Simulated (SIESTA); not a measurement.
## How far to go with the k-point mesh: Cu (Fm-3m, 1 atom in the cell)

```xyz
1
Lattice="0.0000 1.8104 1.8104 1.8104 0.0000 1.8104 1.8104 1.8104 0.0000" Properties=species:S:1:pos:R:3 pbc="T T T"
Cu     0.0000     0.0000     0.0000
```

Level of theory: GGA PBE, numerical atomic orbitals DZP, PseudoDojo PBE standard norm-conserving potentials (rewritten from UPF to PSML) run with SIESTA.

Base settings: XC.functional = GGA; XC.authors = PBE; potentials = PseudoDojo PBE standard; PAO.BasisSize = DZP; PAO.EnergyShift = 0.01 Ry; MeshCutoff = 350 Ry; kgrid.MonkhorstPack = 7 7 7; OccupationFunction = MP; OccupationMPOrder = 0; ElectronicTemperature = 1160.45 K.

Only quantities that move along the ladder and can be compared are tabulated.

Core times come from one kind of shared machine, to one figure; runs under 30 s give none.

The starting cell has typed, rounded lattice constants, without a prior relaxation at this level. Its lattice was rescaled by up to half a per cent. Spin polarisation is off. Values carry the incompleteness of an atom-centred basis. Without a gap this mesh is coarse (it stands for a supercell whose shortest vector is 18 Å).

| kgrid.MonkhorstPack | free energy less the last step's (meV/atom) | pressure (GPa) | core time / last (rough) |
|---|---|---|---|
| 3 3 3 | -359.56 | -3.99 | – |
| 4 4 4 | 176.33 | 1.48 | – |
| 5 5 5 | -104.87 | -2.00 | – |
| 6 6 6 | 66.04 | -0.26 | – |
| 7 7 7 | -42.18 | -1.78 | – |
| 8 8 8 | 33.66 | -0.67 | – |
| 9 9 9 | -14.06 | -1.58 | – |
| 10 10 10 | 14.79 | -1.35 | – |
| 11 11 11 | -6.05 | -1.80 | – |
| 13 13 13 | -1.50 | -1.67 | – |
| 15 15 15 | 0.56 | -1.75 | – |
| 16 16 16 | 0.01 | -1.43 | 0.1 |
| 18 18 18 | -0.20 | -1.42 | 0.1 |
| 20 20 20 | -0.87 | -1.51 | 0.1 |
| 22 22 22 | -1.19 | -1.53 | 0.2 |
| 27 27 27 | 0.70 | -1.55 | 0.3 |
| 30 30 30 | -0.58 | -1.57 | 0.5 |
| 37 37 37 | 0.00 | -1.53 | 1 |

Coarsest kgrid.MonkhorstPack that holds the pressure within 1 GPa of the last step, with all finer ones: 7 7 7; the step before is off by 1.3 GPa.

Coarsest kgrid.MonkhorstPack that holds the free energy within 2 meV/atom of the last step, with all finer ones: 13 13 13; the step before is off by 6.1 meV/atom.
